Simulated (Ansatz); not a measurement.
**CdTe (model structure, Pm-3m, No. 221): lattice constant a by level of theory**

No measured value is used here.

```tsv
level (code)	value (Å)
LDA (Ansatz)	3.661
PBE (Ansatz)	3.783
PBEsol (Ansatz)	3.700
PBE-D3(BJ) (Ansatz)	3.715
r²SCAN (Ansatz)	3.768
r²SCAN+rVV10 (Ansatz)	3.740
```

Cutoffs differ between the levels. Ansatz's density-functional and Hartree–Fock values are scalar-relativistic unless marked +SOC, with PAW data made under PBE.

A model structure was made by putting elements into a prototype or built by hand; it is no filed structure, need not be a known phase, and can be a saddle point held by its symmetry.

Ansatz is a quantum-chemistry and plane-wave program.
